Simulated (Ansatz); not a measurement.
Consider this model of amorphous Ru₂₄Al₂₄.

```yaml
crystal:
  lattice:
    - [8.92366, 0.00000, 0.00000]
    - [0.00000, 8.92366, 0.00000]
    - [0.00000, 0.00000, 8.92366]
  atoms:
    - { symbol: Ru, position: [0.37325, 0.93262, 0.10305] }
    - { symbol: Ru, position: [0.44718, 0.84835, 0.82022] }
    - { symbol: Ru, position: [0.93092, 0.93289, 0.77864] }
    - { symbol: Ru, position: [0.23415, 0.69101, 0.98914] }
    - { symbol: Ru, position: [0.44697, 0.48476, 0.36585] }
    - { symbol: Ru, position: [0.58450, 0.10692, 0.17563] }
    - { symbol: Ru, position: [0.83702, 0.13683, 0.35874] }
    - { symbol: Ru, position: [0.96397, 0.29961, 0.15464] }
    - { symbol: Ru, position: [0.07252, 0.37015, 0.67188] }
    - { symbol: Ru, position: [0.20871, 0.85525, 0.57248] }
    - { symbol: Ru, position: [0.45793, 0.81599, 0.39896] }
    - { symbol: Ru, position: [0.15117, 0.28123, 0.36609] }
    - { symbol: Ru, position: [0.68132, 0.82480, 0.02192] }
    - { symbol: Ru, position: [0.69239, 0.61499, 0.47747] }
    - { symbol: Ru, position: [0.56144, 0.20602, 0.44208] }
    - { symbol: Ru, position: [0.69177, 0.93794, 0.55363] }
    - { symbol: Ru, position: [0.17988, 0.58106, 0.46667] }
    - { symbol: Ru, position: [0.40386, 0.18267, 0.89525] }
    - { symbol: Ru, position: [0.00811, 0.48069, 0.94865] }
    - { symbol: Ru, position: [0.80853, 0.20350, 0.63690] }
    - { symbol: Ru, position: [0.71264, 0.28983, 0.96578] }
    - { symbol: Ru, position: [0.51505, 0.54981, 0.88020] }
    - { symbol: Ru, position: [0.81061, 0.49186, 0.71408] }
    - { symbol: Ru, position: [0.91452, 0.63433, 0.24682] }
    - { symbol: Al, position: [0.06141, 0.09226, 0.56022] }
    - { symbol: Al, position: [0.70501, 0.39009, 0.26332] }
    - { symbol: Al, position: [0.93981, 0.79736, 0.49659] }
    - { symbol: Al, position: [0.57915, 0.33450, 0.71151] }
    - { symbol: Al, position: [0.70660, 0.74400, 0.75199] }
    - { symbol: Al, position: [0.19777, 0.96161, 0.85743] }
    - { symbol: Al, position: [0.96107, 0.76805, 0.00065] }
    - { symbol: Al, position: [0.26649, 0.42621, 0.86447] }
    - { symbol: Al, position: [0.75487, 0.55773, 0.01580] }
    - { symbol: Al, position: [0.65955, 0.04425, 0.83452] }
    - { symbol: Al, position: [0.31931, 0.05979, 0.35730] }
    - { symbol: Al, position: [0.46468, 0.36090, 0.10497] }
    - { symbol: Al, position: [0.17605, 0.79637, 0.26569] }
    - { symbol: Al, position: [0.98126, 0.20080, 0.87163] }
    - { symbol: Al, position: [0.73327, 0.85779, 0.29040] }
    - { symbol: Al, position: [0.07642, 0.66314, 0.73649] }
    - { symbol: Al, position: [0.41551, 0.63748, 0.62699] }
    - { symbol: Al, position: [0.84791, 0.04795, 0.07774] }
    - { symbol: Al, position: [0.47614, 0.66761, 0.15189] }
    - { symbol: Al, position: [0.43012, 0.03742, 0.62842] }
    - { symbol: Al, position: [0.32593, 0.32393, 0.57556] }
    - { symbol: Al, position: [0.20911, 0.16480, 0.10147] }
    - { symbol: Al, position: [0.18855, 0.49922, 0.19255] }
    - { symbol: Al, position: [0.92256, 0.43246, 0.45044] }
```

These are PBE, scalar-relativistic without spin-orbit coupling (plane waves to 420 eV, PAW; Ansatz, a quantum-chemistry and plane-wave program) values and carry that method's errors. Neutral PBE cell, which sets geometry, pressure and energy: sampling: a 2×2×2 Γ-centred mesh; Fermi-Dirac width 0.1 eV; no spin polarisation.

A CHGNet melt-quench gave the starting glass, which DFT then relaxed. The hot cell started wider than the set density and was brought back towards it in steps. It is the lowest in DFT energy of 2 quenches. It is a model cell: composition and starting density were chosen by hand, and all elements were melted together. No dispersion term was used. Its density started from a set value of 6.90 and ended at 7.18 g/cm³. Cooling (nominally 230 K/ps over its main leg) ran many orders faster than in experiment, which tends to leave more defects and strain. A cell of this size samples the disorder only roughly. The volume was free in the relaxation, at fixed shape.

Q: Give the pressure, the energy against reference phases and the spacing of the highest filled and lowest empty levels.

A: 
The pressure on a 2×2×2 Γ-centred mesh is 0.04 GPa and the largest force and stress component on that mesh (the relaxation ran on one k-point at (1/4, 1/4, 1/4)) comes out as 0.21 eV/Å and 1.7 GPa. The energy relative to AlRu (Pm-3m) (lowest mix at this level among the phases computed, not always the ambient ones) is 0.372 eV/atom. The gap on a 2×2×2 Γ-centred mesh (PBE) comes out as within the smearing (under twice its width).

Bonds are counted up to Ru-Ru 3.52 Å, Ru-Al 3.04 Å, Al-Al 3.00 Å.
